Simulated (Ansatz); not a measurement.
# Effect of pressure 30 GPa on ZnSe

Base system: ZnSe in the zinc blende structure (space group F-43m, No. 216; a = 5.633 Å).

Perturbation: a hydrostatic pressure of 30 GPa.

Computed with Ansatz (a first-principles code), PBEsol, PAW, cutoff 420 eV, no spin-orbit coupling. Settings: 10×10×10 k-points, 0.05 eV Fermi–Dirac smearing.

| quantity | base | changed | shift |
|---|---|---|---|
| volume per atom | 22.35 Å³ | 17.28 Å³ | -5.063 Å³ |
| density | 5.36 g/cm³ | 6.94 g/cm³ | +1.571 g/cm³ |
| lattice parameter a | 5.633 Å | 5.171 Å | -0.462 Å |
| shortest interatomic distance | 2.439 Å | 2.239 Å | -0.200 Å |
| enthalpy H = E + PV relative to the base's energy | – | +3.61 eV/atom | – |
| band gap | 1.24 eV | 2.08 eV | +0.84 eV |
| gap character | direct at Γ | indirect, Γ → X | – |
| smallest direct gap | 1.24 eV | 2.35 eV | +1.11 eV |
| electron mass | 0.091 mₑ (at Γ) | 1.1 mₑ along k, 0.26 mₑ across (at X) | – |
| valley order (the lowest conduction-band minima on the path, energy above the VBM, named in the base's zone) | Γ 1.24 eV; L along ⟨111⟩ 2.48 eV; X along ⟨100⟩ 2.80 eV | X along ⟨100⟩ 2.08 eV; Γ 2.35 eV; L along ⟨111⟩ 2.89 eV | – |

Final structure:

```yaml
crystal:
  lattice:
    - [0.00000, 2.58547, 2.58547]
    - [2.58547, 0.00000, 2.58547]
    - [2.58547, 2.58547, 0.00000]
  atoms:
    - { symbol: Zn, position: [0.00000, 0.00000, 0.00000] }
    - { symbol: Se, position: [0.25000, 0.25000, 0.25000] }
```

Cost of the whole job for the changed cell (relaxation, final SCF and bands): roughly 17 core-seconds.

Load acts through the strain it causes; cell and atoms are relaxed under it. Effective masses come from finite differences of ±0.01 Å⁻¹. Along k means along the line from Γ to the band edge. Stability against distortions was not tested. Measured, ZnSe leaves this structure (for rock salt) near 13 GPa (temperature not stated; as listed in M. Köfferlein et al., Hyperfine Interactions (1994)).
